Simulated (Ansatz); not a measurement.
## Response to strain in HfC

Consider HfC in the rock salt structure (space group Fm-3m, No. 225; a = 4.6071 Å; relaxed with 0.1 eV smearing). Axes: x, y, z lie along the cube axes.

Strains are applied to the cell and any free atomic positions relax; under biaxial strain the out-of-plane vector relaxes too.

Computed with plane-wave PAW DFT at the PBEsol level (Ansatz, an electronic-structure program, 420 eV), no spin-orbit coupling.

Notes on the quantities. pressure: mean of the normal stresses, compression positive.

```tsv
change	out-of-plane strain	pressure
base	–	0.0 GPa
biaxial strain −2.50 %, plane normal [111], relaxed out of plane	+1.39 %	9.8 GPa
biaxial strain −2.08 %, plane normal [111], relaxed out of plane	+1.15 %	8.1 GPa
biaxial strain −1.67 %, plane normal [111], relaxed out of plane	+0.92 %	6.4 GPa
biaxial strain −1.25 %, plane normal [111], relaxed out of plane	…	…
biaxial strain −0.83 %, plane normal [111], relaxed out of plane	+0.46 %	3.1 GPa
biaxial strain +0.42 %, plane normal [111], relaxed out of plane	-0.23 %	-1.5 GPa
biaxial strain +1.25 %, plane normal [111], relaxed out of plane	-0.68 %	-4.3 GPa
biaxial strain +1.67 %, plane normal [111], relaxed out of plane	-0.92 %	-5.7 GPa
biaxial strain +2.50 %, plane normal [111], relaxed out of plane	-1.37 %	-8.2 GPa
```

### Question
What belongs in the blanks?

### Answer

- biaxial strain −1.25 %, plane normal [111], relaxed out of plane, out-of-plane strain: +0.69 %
- biaxial strain −1.25 %, plane normal [111], relaxed out of plane, pressure: 4.7 GPa

Whether these cells are dynamically stable was not tested. All final runs are without spin polarisation.
